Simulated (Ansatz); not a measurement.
Habitual settings against a tight run: LaZn3 (P6_3/mmc, 8 atoms in the cell)

Self-consistent single point.

```
LaZn3
1.0
    6.64398     0.00000     0.00000
   -3.32199     5.75386     0.00000
    0.00000     0.00000     4.23893
La Zn
2 6
Direct
  0.66667   0.33333   0.25000
  0.33333   0.66667   0.75000
  0.73189   0.86594   0.25000
  0.26811   0.13406   0.75000
  0.86594   0.73189   0.75000
  0.13406   0.26811   0.25000
  0.13406   0.86594   0.25000
  0.86594   0.13406   0.75000
```

Method: PBEsol, harder PAW files (source: ansatz) made with PBE (plane waves; Ansatz, a quantum-chemistry and plane-wave program).

Base settings: basis.ecutwfc = 48.5 Ry; kpoints.mp_grid.grid = 4 4 5; hamiltonian.xc = pbesol; hamiltonian.pseudopotentials = {kind: paw, source: ansatz}; scf.occupations.method = gaussian; scf.occupations.width = 0.0037 Ry.

Tight run (finer mesh or higher cutoff; not a proven limit): basis.ecutwfc: 48.5 Ry → 68 Ry; kpoints.mp_grid.grid: 4 4 5 → 6 6 7; scf.convergence.dr2_threshold: default (1e-07 eV) → 1e-09 eV. It gave Fermi level (on the code's own zero) 12.34 eV; pressure 0.57 GPa; largest force (vector length) 0.150 eV/Å.

Quick runs, as changes from the base:
- A: the base itself
- B: kpoints.mp_grid.grid: 4 4 5 → 4 4 4; scf.occupations.method: gaussian → cold; scf.occupations.width: 0.0037 Ry → 0.01 Ry; scf.convergence.dr2_threshold: default (1e-07 eV) → 0.001 eV
- C: basis.ecutwfc: 48.5 Ry → 33.8 Ry; kpoints.mp_grid.grid: 4 4 5 → 4 4 4
- D: basis.ecutwfc: 48.5 Ry → 29 Ry; kpoints.mp_grid.grid: 4 4 5 → 1 1 1; scf.occupations.method: gaussian → methfessel_paxton; scf.occupations.width: 0.0037 Ry → 0.0147 Ry

Energies are extrapolated to zero smearing width, which holds to low order in the width alone.

The count of work is k-points × plane waves × bands × iterations; it is no time. 

Pressures in the table are Ansatz's without its Pulay estimate, at a fixed set of plane waves; the tight run's value above holds the estimate.

The starting cell comes from a database of computed structures (which also holds hypothetical and non-ambient phases and stackings), without a prior relaxation at this level. Its lattice was rescaled by a random factor within 2.5 % of one. The cutoff lies below the one recommended for these files.

```
run  energy less tight (meV/atom)  pressure less tight (GPa)  largest miss in a force vector (eV/Å)  count of work / tight
---  ----------------------------  -------------------------  -------------------------------------  ---------------------
A                             3.3                      -0.21                                  0.043                   0.21
B                            -5.1                      -0.09                                  0.020                   0.17
C                           216.2                     -16.73                                  0.062                   0.12
D                          1978.3                     -75.32                                  0.442                 0.0099
```

Among the runs at the tight run's level, the energy misses run from 3.3 to 1978.3 meV/atom.

Left out of this page: 1 run of the series with a known weakness of the program; 1 run of the series outside the window shown, repeating another row's setting, or not comparable.

Keys are those of Ansatz 0.2.
